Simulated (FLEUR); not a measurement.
Worked example: self-consistent single point of Be3N2 (P1, 5 atoms in the cell) in FLEUR.

Level of theory: PBEsol, all-electron FLAPW (FLEUR), scalar-relativistic valence run with FLEUR.

The change in words: lattice scaled by 0.98. Reference geometry:
```
CELL_PARAMETERS angstrom
      2.81778     0.00000     0.00000
     -1.40889     2.44027     0.00000
      0.00000     0.00000     4.66702
ATOMIC_POSITIONS crystal
  Be 0.99828 0.98795 0.00348
  Be 0.67065 0.33376 0.65075
  Be 0.33718 0.67101 0.35160
  N  0.32389 0.66859 0.74468
  N  0.67001 0.33869 0.24950
```

Reference input (self-consistent single point, DFT, PBEsol, all-electron FLAPW (FLEUR), scalar-relativistic valence): Kmax = 4.1 1/bohr; GmaxXC = 12.3 1/bohr; xcFunctional = PBEs; jspins = 1; l_soc = F; mode = hist; fermiSmearingEnergy = 0.0001 Htr; mesh (inpgen div1-3) = 11 11 6; inpgen gamma flag = true; Gmax = 12.3 1/bohr; numbands = 0; maxIterBroyd = 99. This run's input differs from it in these lines:

```diff
@@ -3,6 +3,6 @@
 &input film=f /
-1.0000000000 0.0000000030 0.0000000000
--0.5000000026 0.8660254023 0.0000000000
-0.0000000000 0.0000000000 1.6562755288
-5.3248324115
+1.0000000000 -0.0000000323 0.0000000000
+-0.4999999720 0.8660254199 0.0000000000
+0.0000000000 0.0000000000 1.6562756620
+5.2183357999
 1.0 1.0 1.0
@@ -47,5 +47,5 @@
          <bravaisMatrix>
-            <row-1>    5.3248324115000001     0.0000000159744972     0.0000000000000000</row-1>
-            <row-2>   -2.6624162195945642     4.6114401313493669     0.0000000000000000</row-2>
-            <row-3>    0.0000000000000000     0.0000000000000000     8.8193896181285414</row-3>
+            <row-1>    5.2183357999000002    -0.0000001685522463     0.0000000000000000</row-1>
+            <row-2>   -2.6091677538365978     4.5192114522876006     0.0000000000000000</row-2>
+            <row-3>    0.0000000000000000     0.0000000000000000     8.6430025815176723</row-3>
          </bravaisMatrix>
```

Output (repeated stretches shortened):

```
 Iteration:     1   Distance:      24.33969794 me/bohr^3
 Iteration:     2   Distance:      21.74886121 me/bohr^3
 Iteration:     3   Distance:       8.59558280 me/bohr^3
 Iteration:     4   Distance:       3.95953599 me/bohr^3
 Iteration:     5   Distance:       0.59129274 me/bohr^3
   [... 7 lines left out ...]
 Iteration:    13   Distance:       0.00052856 me/bohr^3
 Iteration:    14   Distance:       0.00003077 me/bohr^3
 Iteration:    15   Distance:       0.00002453 me/bohr^3
 Iteration:    16   Distance:       0.00000423 me/bohr^3
 Reset of history
 Run finished successfully
 Stop message:
   Structural relaxation: new displacements generated

[file out, last iteration]
             iter=     17
[...]
          total density-effective poten   -2.2487452591E+02
          total charge density-energy d   -2.2037912531E+01
 Updated energy parameters for spin:           1
[...]
 fermi energy and band-weighting factors:

[...]
FERMIE:
          first approx. to ef    (T=0)  :   0.322451 htr   (energy of the highest occ. eigenvalue)
          number of occ. states  (T=0)  :       2912
          first approx. to seigv (T=0)  :   1.156550 htr
          sum of weights of occ. states :   8.000000
          sum of semicore charge        :   0.000000 e
FERHIS:  Fermi-Energy by histogram:
          bandgap                     :   0.159932 htr
   [... lines left out ...]
          charge neutrality (T=0)     :   0.000000    (zero if the highest occ. eigenvalue is "entirely" occupied)
 Direct bandgap for spin            1 :   0.22767214656091606       Htr
 ---->    free energy=                      -153.3155316104 htr
   [... lines left out ...]
 TOTAL FORCE FOR ATOM TYPE=  3  X=  2.618   Y= -1.487   Z=  3.039
                       FX_TOT=-0.001532 FY_TOT=-0.000910 FZ_TOT= 0.001921
 TOTAL FORCE FOR ATOM TYPE=  4  X=  2.555   Y= -1.498   Z= -2.207
                       FX_TOT= 0.011858 FY_TOT= 0.001075 FZ_TOT= 0.005439
 TOTAL FORCE FOR ATOM TYPE=  5  X= -2.606   Y=  1.531   Z=  2.156
                       FX_TOT=-0.000451 FY_TOT=-0.000900 FZ_TOT=-0.002995
```

The run converged in 16 iterations. FLEUR gives forces in its relaxation mode, with a further iteration, so its stop message speaks of a relaxation. Against the reference run the free energy rises by 10.9 meV/atom and the gap on the mesh goes from 4.180 to 4.352 eV.

The starting cell comes from a database of computed structures (which also holds hypothetical and non-ambient phases and stackings), without a prior relaxation at this level. Its atoms were displaced at random from the sites of space group no. 164. For this run, on top of that: lattice scaled by 0.98. Values depend on the basis (sphere radii, cutoffs, local orbitals), which need not be converged.

Cost on one core of a shared machine: roughly 8 min.
